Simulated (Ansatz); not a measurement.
**How the smallest direct gap on the k points sampled of NbCl5 (C2/m, No. 12) moves with the method**

No measured value is used here.

| level (code) | value (eV) |
|---|---|
| PBEsol (Ansatz) | 2.30 |
| r²SCAN (Ansatz) | ? |
| r²SCAN+rVV10 (Ansatz) | 2.47 |

Question: What belongs in the gaps?

Answer: 
- r²SCAN (Ansatz, a quantum-chemistry and plane-wave program), value (eV): 2.54

Computed values are for a static lattice. Levels without +SOC have no spin–orbit coupling; where heavier elements are present it shifts gaps, mostly down, and can invert bands.  PBEsol, r²SCAN: for a layered or molecular solid the relaxed cell lies over 5 % above the published volume, where the minimum can be shallow. PBEsol, r²SCAN: the cell comes from a level without a dispersion term, which matters for the spacing of layers, chains or molecules. Each level is taken at its own relaxed cell. Cutoffs differ between the levels. Ansatz's density-functional and Hartree–Fock values are scalar-relativistic unless marked +SOC, with PAW data made under PBE.
